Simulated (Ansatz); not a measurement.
Band structure of Sr (Fm-3m, 1 atom in the cell).

```xyz
1
Lattice="0.0000 2.9638 2.9638 2.9638 0.0000 2.9638 2.9638 2.9638 0.0000" Properties=species:S:1:pos:R:3 pbc="T T T"
Sr     0.0000     0.0000     0.0000
```

Level of theory: PBE (plane waves, PAW; Ansatz, a quantum-chemistry and plane-wave program).

Settings: kpoints.mp_grid.grid = 8 8 8; hamiltonian.xc = pbe; hamiltonian.pseudopotentials = {kind: paw} (the program's default PAW files); scf.occupations.method = fermi_dirac; scf.occupations.width = 0.1 eV; kpoints.band_path.npoints = 8.

The starting cell comes from a database of computed structures (which also holds hypothetical and non-ambient phases and stackings), without a prior relaxation at this level. Its lattice was rescaled by a random factor within 2.5 % of one.

Levels in eV from the Fermi level, bands 2 to 8:
| point | 2 | 3 | 4 | 5 | 6 | 7 | 8 |
|---|---|---|---|---|---|---|---|
| Γ | -18.33 | -18.33 | -18.33 | -3.70 | 2.44 | 2.44 | 2.44 |
| X | -18.56 | -18.42 | -18.42 | -0.67 | 0.33 | 1.20 | 5.12 |
| W | -18.49 | -18.49 | -18.42 | 0.06 | 0.69 | 0.69 | 2.41 |
| K | -18.52 | -18.47 | -18.40 | -0.10 | 0.26 | 0.94 | 3.58 |
| L | -18.57 | -18.36 | -18.36 | -1.12 | 0.16 | 2.27 | 2.27 |
| U | -18.52 | -18.47 | -18.40 | -0.10 | 0.26 | 0.94 | 3.58 |

Bands cross the Fermi level along this path, so the cell is metallic at this level.

Keys are those of Ansatz 0.2.
